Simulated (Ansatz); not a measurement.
Take TiAl3 (space group I4/mmm, No. 139; relaxed with 0.1 eV smearing) as the base.

```yaml
crystal:
  lattice:
    - [-1.90906, 1.90906, 4.27193]
    - [1.90906, -1.90906, 4.27193]
    - [1.90906, 1.90906, -4.27193]
  atoms:
    - { symbol: Al, position: [0.50000, 0.50000, 0.00000] }
    - { symbol: Al, position: [0.75000, 0.25000, 0.50000] }
    - { symbol: Al, position: [0.25000, 0.75000, 0.50000] }
    - { symbol: Ti, position: [0.00000, 0.00000, 0.00000] }
```

Cartesian axes are those of the cell as printed.

Computed with DFT with PBEsol, PAW potentials and a 420 eV plane-wave cutoff in Ansatz (an electronic-structure program), no spin-orbit coupling, earlier PAW set.

Modification: the cell is compressed by 1.11 % along x with no lateral relaxation, atoms relaxed at fixed cell.

Q: Predict the stress tensor and what it implies for the stiffness.

A: Stress of the strained cell less that of the base (GPa, compression positive):
```
    2.3     0.0     0.0
    0.0     1.0     0.0
    0.0     0.0     0.6
```

Then −Δσ_ii/ε with ε = -0.0111 gives relaxed-ion elastic constants: C11 ≈ 206 GPa, C12 ≈ 93 GPa and C13 ≈ 51 GPa.

Stability against distortions was not tested. All final runs are without spin polarisation.
